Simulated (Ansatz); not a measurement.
An Ansatz (a quantum-chemistry and plane-wave program) run: Pt; Ansatz, PBE, PAW, cutoff 420 eV, no SOC, earlier PAW set.

Input:

Ansatz 0.2 input:
```yaml
crystal:
  lattice:
    - [0, 1.9850440287, 1.9850440287]
    - [1.9850440287, 0, 1.9850440287]
    - [1.9850440287, 1.9850440287, 0]
  atoms:
    - { symbol: Pt, position: [0, 0, 0] }
basis: { ecutwfc: 420, ecutrho_ratio: 4, xc_grid: 2, fft_grid_basis: typed }
kpoints: { mp_grid: { grid: [20, 20, 20] } }
hamiltonian:
  xc: pbe
  dispersion: none
  pseudopotentials: { azcp: { folder: ./paw }, kind: paw }
scf: { occupations: { method: fermi_dirac, width: 0.05 }, convergence: { dr2_threshold: 0.0000000001 } }
output: { forces: true, stress: true }
```

Output (explanatory and most iteration lines left out):

```
Pseudopotential: Pt, paw, valence charge 18
Crystal: 1 atoms, lattice volume = 15.644 Å³
Basis set: ecut = 420 eV, 331 PW (Γ), exchange–correlation on 40×40×40 points (8 copies of the dense FFT grid, shifted against one another)
Bands: 13, of which v1, the nominal top of the filled ones, is band 9 counted from 1 (8 counted from 0)
Symmetry: 48 space group operations
Space group: Fm-3m (ITA 225), of the structure as read, at distance tolerance 2.5e-5 Å
k-points: 256 of 8000
Functional: x = pbe(κ = 0.804, μ = 0.2195149727645171), c = pbe(β = 0.06672455060314922)
SCF iter   1: F=—  HF=-12525.056457 eV  |F-HF|=—  |Δ(HF+E_count)|=         —  Δρ=8.47e-2  dr2=1.09e0  ethr=3.10e-3  ⟨swp⟩=5.0  Hψ=17135  notcnv=0
SCF iter   2: F=—  HF=-12524.772575 eV  |F-HF|=—  |Δ(HF+E_count)|=   2.84e-1  Δρ=3.91e-2  dr2=2.17e-1  ethr=3.10e-3  ⟨swp⟩=2.0  Hψ=6313  notcnv=0
SCF 1 converged in 8 iterations: F = -12524.716141 eV  dr2 = 1.56e-11
SCF converged after 8 iterations
Free energy (F): -12524.716141 eV
Internal energy: -12524.701068 eV  (E = F + TS)
E sigma→0 (E₀):  -12524.708605 eV
Entropy (-TS):   -0.015072 eV (-15.072 meV/atom)
Fermi energy:    22.288406 eV
--- Forces (eV/Å), atoms counted from 1 ---
  atom   1  Pt    -0.00000000    -0.00000000     0.00000000
--- Stress (GPa, compression-positive) ---
       -0.000310      -0.000000      -0.000000
        0.000000      -0.000310      -0.000000
       -0.000000       0.000000      -0.000310
  P = ⅓ Tr σ = -0.0003 GPa (-0.003 kbar)
```

Stability against distortions was not tested. The final runs are not spin-polarised. The cell is Pt in the fcc (Cu type) structure (space group Fm-3m, No. 225).
